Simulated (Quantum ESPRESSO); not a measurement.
A self-consistent single point of CaP3 (P-1, 8 atoms in the cell) with Quantum ESPRESSO.

Computed with BLYP, GBRV 1.5 ultrasoft (PBE) pseudopotentials (plane waves; Quantum ESPRESSO).

```
CaP3
1.0
    5.63143     0.00000     0.00000
    1.47385     5.51125     0.00000
    1.01842     1.78341     5.34138
Ca P
2 6
Direct
  0.67750   0.63992   0.64401
  0.32250   0.36008   0.35599
  0.59979   0.80070   0.09545
  0.40021   0.19930   0.90455
  0.00691   0.19525   0.00146
  0.99309   0.80475   0.99854
  0.12674   0.82603   0.60699
  0.87326   0.17397   0.39301
```

Reference input (self-consistent single point, DFT, PBEsol, plane waves, GBRV 1.5 ultrasoft (PBESOL) pseudopotentials): ecutwfc = 40 Ry; ecutrho = 200 Ry; occupations = smearing; smearing = methfessel-paxton; degauss = 0.0036749 Ry; potentials = {Ca: ca_pbesol_v1.uspp.F.UPF, P: p_pbesol_v1.5.uspp.F.UPF}; K_POINTS = automatic 4 4 4 0 0 0; conv_thr = 1e-10 Ry; mixing_beta = 0.7. This run's input differs from it in these lines:

```diff
@@ -17,2 +17,3 @@
  degauss = 0.0036749
+ input_dft = 'blyp'
 /
@@ -23,4 +24,4 @@
 ATOMIC_SPECIES
-Ca    40.0780  ca_pbesol_v1.uspp.F.UPF
-P     30.9738  p_pbesol_v1.5.uspp.F.UPF
+Ca    40.0780  ca_pbe_v1.uspp.F.UPF
+P     30.9738  p_pbe_v1.5.uspp.F.UPF
 ATOMIC_POSITIONS angstrom
```

Log, with long lists cut:

```
     Self-consistent Calculation

     iteration #  1     ecut=    40.00 Ry     beta= 0.70

     Threshold (ethr) on eigenvalues was too large:
     Diagonalizing with lowered threshold

     total energy              =    -242.60371391 Ry
     estimated scf accuracy    <       0.18175742 Ry

     iteration #  2     ecut=    40.00 Ry     beta= 0.70

     total energy              =    -242.62451741 Ry
     estimated scf accuracy    <       0.03535901 Ry

     iteration #  3     ecut=    40.00 Ry     beta= 0.70

     total energy              =    -242.63325422 Ry
     estimated scf accuracy    <       0.00870865 Ry

   [... 7 blocks of this kind left out ...]

     iteration # 11     ecut=    40.00 Ry     beta= 0.70

     total energy              =    -242.63534429 Ry
     estimated scf accuracy    <          1.4E-10 Ry

     iteration # 12     ecut=    40.00 Ry     beta= 0.70
     End of self-consistent calculation

     the Fermi energy is     8.3853 ev

!    total energy              =    -242.63534429 Ry
     estimated scf accuracy    <          6.0E-12 Ry
     smearing contrib. (-TS)   =      -0.00003221 Ry
     internal energy E=F+TS    =    -242.63531209 Ry

     convergence has been achieved in  12 iterations

     Forces acting on atoms (cartesian axes, Ry/au):

     atom    1 type  1   force =     0.00006536   -0.00035475    0.00175507
     atom    2 type  1   force =    -0.00006536    0.00035475   -0.00175507
     atom    3 type  2   force =    -0.00719433   -0.00883545    0.00588566
     atom    4 type  2   force =     0.00719433    0.00883545   -0.00588566
     atom    5 type  2   force =    -0.00713780    0.00874990   -0.00884746
   [... lines left out ...]

     Total force =     0.032378     Total SCF correction =     0.000006

          total   stress  (Ry/bohr**3)                   (kbar)     P=       33.78
   0.00021778  -0.00001367  -0.00001215           32.04       -2.01       -1.79
  -0.00001367   0.00024476  -0.00000666           -2.01       36.01       -0.98
  -0.00001215  -0.00000666   0.00022638           -1.79       -0.98       33.30

   JOB DONE.
```

The run converged in 12 iterations. Against the reference run the pressure goes from -3.13 to 3.38 GPa and the largest force goes from 0.233 to 0.369 eV/Å.

The starting cell comes from a database of computed structures (which also holds hypothetical and non-ambient phases and stackings), without a prior relaxation at this level. Its lattice was rescaled by a random factor within 2.5 % of one. With a pressure of about 3 GPa the cell is away from its equilibrium volume at this level. The run gives no clean gap (levels at the Fermi energy touch, overlap or are partly filled at this smearing), which alone does not show that the compound is a metal.

Cost on one core of a shared machine: roughly 3 min.
